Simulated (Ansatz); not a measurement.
Consider ZrO2 in the fluorite structure (space group Fm-3m, No. 225).

```yaml
crystal:
  lattice:
    - [0.00000, 2.55794, 2.55794]
    - [2.55794, 0.00000, 2.55794]
    - [2.55794, 2.55794, 0.00000]
  atoms:
    - { symbol: Zr, position: [0.00000, 0.00000, 0.00000] }
    - { symbol: O, position: [0.25000, 0.25000, 0.25000] }
    - { symbol: O, position: [0.75000, 0.75000, 0.75000] }
```

The values are results of DFT with PBE, PAW potentials and a 420 eV plane-wave cutoff in Ansatz (an electronic-structure program), without spin-orbit coupling, not measurements.

Base values:

```
Item                               Value
-------------------  -------------------
Lattice parameter a              5.116 Å
Electron mass        0.51, 2.1 mₑ (at Γ)
Smallest direct gap              3.75 eV
Band gap                         3.32 eV
```

One thing is altered: cell and atoms relaxed at a pressure of 5 GPa.

**Question.** Predict the new lattice parameter a.

**Answer.** The lattice parameter a falls by 0.0345 Å to 5.081 Å.

**Question.** Estimate the effect on the electron mass.

**Answer.** The electron mass (degenerate bands, along [100]) goes from 0.51, 2.1 mₑ (at Γ) to 0.49, 2.1 mₑ (at Γ).

**Question.** Estimate the effect on the smallest direct gap.

**Answer.** The smallest direct gap rises by 0.07 eV, from 3.75 eV to 3.82 eV.

**Question.** How does this affect the band gap?

**Answer.** The band gap increases by 0.057 eV, from 3.32 eV to 3.37 eV.

Load acts through the strain it causes; cell and atoms are relaxed under it. Effective masses come from finite differences of ±0.01 Å⁻¹. Whether these cells are dynamically stable was not tested. No other phases were tried under pressure. This is not the structure that ZrO2 has at room temperature and ambient pressure.
